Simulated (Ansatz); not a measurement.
Defect: Ti-vacancy pair (Ti on one host Mo site, one Mo site vacant) in bcc Mo, neutral cell. Computed with PBE, PAW (plane waves to 420 eV; Ansatz, a first-principles code).

Cell of 36 host sites held at the relaxed PBE lattice; a 2×2×3 k-point mesh shifted by half a step; Fermi-Dirac width 0.10 eV, spin-restricted; finite-size errors left in. No zero-point or tunnelling terms. Forms of the defect that were not tried may lie lower.

Barriers: single points on a 3×3×5 k-point mesh shifted by half a step at the bands' geometries (they differ from the bands' own by up to 0.15 eV, and are uncertain by about as much).

Relaxed starting cell (atoms counted from 1):

```xyz
35
Lattice="9.4825 0.0000 0.0000 0.0000 9.4825 0.0000 0.0000 0.0000 6.3216" Properties=species:S:1:pos:R:3 pbc="T T T"
Ti     0.0349     0.0411     0.0585
Mo     0.0032     0.0090     3.1745
Mo    -0.0007     3.1469     0.0179
Mo     0.0073     3.1485     3.1511
Mo    -0.0045     6.3404     0.0115
Mo    -0.0039     6.3173     3.1753
Mo     3.1414     0.0051     0.0178
Mo     3.1427     0.0133     3.1513
Mo     3.1440     3.1498     0.0290
Mo     3.1492     3.1552     3.1576
Mo     3.1538     6.3192     0.0090
Mo     3.1510     6.3265     3.1752
Mo     6.3343     0.0015     0.0115
Mo     6.3113     0.0021     3.1754
Mo     6.3134     3.1597     0.0090
Mo     6.3207     3.1570     3.1750
Mo     6.3140     6.3199     0.0232
Mo     6.3244     6.3304     3.1713
Mo     1.5849     1.5904     4.7176
Mo     1.5674     4.7095     1.5876
Mo     1.5680     4.7253     4.7507
Mo     1.5888     7.8992     1.6060
Mo     1.5756     7.9100     4.7541
Mo     4.7044     1.5726     1.5876
Mo     4.7198     1.5729     4.7510
Mo     4.7316     4.7366     1.5841
Mo     4.7192     4.7244     4.7511
Mo     4.7346     7.9003     1.5899
Mo     4.7170     7.9105     4.7502
Mo     7.8937     1.5939     1.6060
Mo     7.9046     1.5809     4.7540
Mo     7.8952     4.7398     1.5901
Mo     7.9055     4.7223     4.7504
Mo     7.8911     7.8966     1.5925
Mo     7.8889     7.8943     4.7446
```

End state 1 differs by these moves (Å; atoms that move under 0.08 Å are left out):

```
atom  element    Δx    Δy    Δz
----  -------  ----  ----  ----
1          Ti  1.49  1.49  1.48
```

### Question
Predict the forward and backward barriers to end state 1 from PBE, PAW.

### Answer
forward 0.91 eV, backward 0.91 eV; at the saddle point atom 1 has neighbours 4 Mo at 2.70, 2 Mo at 2.74, 6 Mo at 3.39 Å. The saddle point's order was not checked, and it lies on a symmetry element of the cell, where a band can be held.

End state 2 differs by these moves (Å; atoms that move under 0.08 Å are left out):

```json
[
 {"atom": "2", "element": "Mo", "Δx": "1.57", "Δy": "1.57", "Δz": "-1.56"}
]
```

### Question
What forward and backward barriers to end state 2 does PBE, PAW give?

### Answer
forward 1.44 eV, backward 1.08 eV; at the saddle point atom 2 has neighbours 2 Mo at 2.67, 2 Mo at 2.74, Mo at 2.75, 2 Mo at 3.19, Mo at 3.20; Ti at 2.67 Å. The saddle point's order was not checked, and it lies on a symmetry element of the cell, where a band can be held.
